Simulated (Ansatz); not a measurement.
Reference: GaAs (F-43m), PBEsol, rigid bands (plane waves, PAW, scalar-relativistic; Ansatz, a quantum-chemistry and plane-wave program); axes and stresses refer to this cell.

```xyz
2
Lattice="0.0000 2.8293 2.8293 2.8293 0.0000 2.8293 2.8293 2.8293 0.0000" Properties=species:S:1:pos:R:3 pbc="T T T"
Ga     0.0000     0.0000     0.0000
As     1.4147     1.4147     1.4147
```

The electron conductivity mass comes out as 0.033 mₑ, the Seebeck coefficient, n-type 1e19 cm⁻³ is -33 μV/K and the Seebeck coefficient, p-type 1e19 cm⁻³ is 322 μV/K.

```tsv
Change	electron conductivity mass	Seebeck coefficient, n-type 1e19 cm⁻³	Seebeck coefficient, p-type 1e19 cm⁻³
functional r2SCAN on the same cell	0.060 mₑ	[?]	322 μV/K
hydrostatic pressure 15 GPa	0.33 mₑ	-319 μV/K	[?]
hydrostatic pressure 5 GPa	0.058 mₑ	[?]	[?]
```

### Question
Complete the blanks.

### Answer

- functional r2SCAN on the same cell, Seebeck coefficient, n-type 1e19 cm⁻³: -46 μV/K
- hydrostatic pressure 15 GPa, Seebeck coefficient, p-type 1e19 cm⁻³: 310 μV/K
- hydrostatic pressure 5 GPa, Seebeck coefficient, n-type 1e19 cm⁻³: -134 μV/K
- hydrostatic pressure 5 GPa, Seebeck coefficient, p-type 1e19 cm⁻³: 317 μV/K

Masses are for dilute carriers at 300 K, harmonic means over directions unless an axis is named. Seebeck coefficients are for the stated density at 300 K, with one relaxation time for all states and whether or not that doping can be reached. Spin-orbit coupling is left out unless a row names it; without it hole values are far off for these elements. Stresses and pressures are the targets of the relaxation.  The structure type is held under load, also where the real crystal would transform.
